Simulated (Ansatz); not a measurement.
System: AlN (Fm-3m, No. 225, 2 atoms in the cell; start mp-1330; high-pressure phase). Method: HSE06 in Ansatz (PAW).

Run with plane-wave cutoff 460 eV, 10×10×10 k mesh, Fermi–Dirac smearing 0.01 eV, scalar-relativistic PAW data made under PBE.

The cell is the one relaxed with PBEsol. Conventional cell: a = 4.0453 Å, b = 4.0453 Å, c = 4.0453 Å, α = 90.00°, β = 90.00°, γ = 90.00°.

```
AlN
1.0
    0.00000     2.02265     2.02265
    2.02265     0.00000     2.02265
    2.02265     2.02265     0.00000
Al N
1 1
Direct
  0.50000   0.50000   0.50000
  0.00000   0.00000   0.00000
```

Q: List the 5 lowest band energies at Γ above −25 eV (eV, relative to the valence band maximum), grouping those that round alike.

A: At Γ: -19.17, 0.00 (×3), 7.18.

Note: the run warned that its exchange threshold was loose for the stress; cell and atoms aren't relaxed at this level (pressure -3.1 GPa).

A start named mp-… is a Materials Project structure, which need not be a measured phase.

Ansatz is an electronic-structure program.
